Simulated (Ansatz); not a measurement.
## A computed series for hypothetical zinc blende BiSb: element substitutions

Start from BiSb in the zinc blende structure (space group F-43m, No. 216; a = 7.022 Å; a hypothetical phase, not in the database extracts checked).

Each row replaces one element on all its sites; cell and atoms are relaxed.

Computed with Kohn–Sham DFT with the PBEsol functional, run in Ansatz (a quantum-chemistry and plane-wave program) with PAW and 420 eV plane waves, scalar-relativistic without spin-orbit coupling.

**Question.** Only one of these has a band gap. Which?
A) Sb → B
B) Sb → Te
C) Sb → P
D) Bi → P

**Answer.** A, Sb → B. Computed: Sb → Te: zero; Sb → P: zero; Bi → P: zero; Sb → B: 0.45 eV

With Bi present, leaving out spin-orbit coupling can change the band edges. Whether these cells are dynamically stable was not tested. As relaxed here, BiTe, BiP, SbP and BiB are hypothetical phases, not in the database extracts checked. The final runs are not spin-polarised. An odd electron count without spin: BiTe.
